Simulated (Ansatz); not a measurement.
# GaAs: band gap against strain

GaAs (zinc blende, F-43m, 21.985 Å³/atom at rest) under an equal strain ε in the (111) plane with the normal axis free, as in a coherent film. LDA in Ansatz, a plane-wave DFT program (PAW, default set), 420 eV, 10×10×10 Γ-centred mesh, Fermi-Dirac smearing 0.05 eV; ions are relaxed within the symmetry of each cell. Gaps are the smallest over the k-mesh and a band path, without spin-orbit coupling; in all rows the valence edge lies at Γ and the conduction edge at Γ.

Here s stands for strain and Eg for gap.

```csv
strain (%),gap (eV)
-2.50,?
-1.25,0.569
-0.83,0.546
-0.42,0.519
0.00,0.488
```

Taking a straight line for Eg over the 4 complete rows: Means: s -0.62500, Eg 0.5305. About the means, the sum of products is -0.056160 and the sum of squares of s is 0.86530; the slope is their ratio. Least squares gives Eg = 0.4899 - 0.06490·s. Residuals (row less fit): -0.0020, 0.0022, 0.0018, -0.0019; standard error 0.0028 (degrees of freedom: 2). Over these rows the gap moves by -6.5 ± 0.3 eV per unit strain.

Task: What does the fit predict for Eg at s = -2.50, and how far is the calculated value from it?

Result: Eg = 0.4899 - 0.06490 × (-2.50) = 0.6522 eV. The calculation gives 0.608 eV, 0.0442 eV below the prediction (36.8 % of the range of Eg in the table). The row lies outside the fitted rows, so this is an extrapolation. From the scatter of the fitted rows alone, a prediction at this place has a standard error of 0.0065 eV, so the miss is 6.8 times that.

One order more, fitted to all 7 runs of the series, follows each within 0.001, so the miss is the next term of a smooth law. Spin-orbit coupling is left out, which can shift this property for GaAs. Rows are the converged runs of the series near zero and its far end; series whose fitted rows scatter by over a few per cent of the range, as at a crossing or softening among them, aren't shown in this form. Most that stay on the fit to the last digits aren't either.
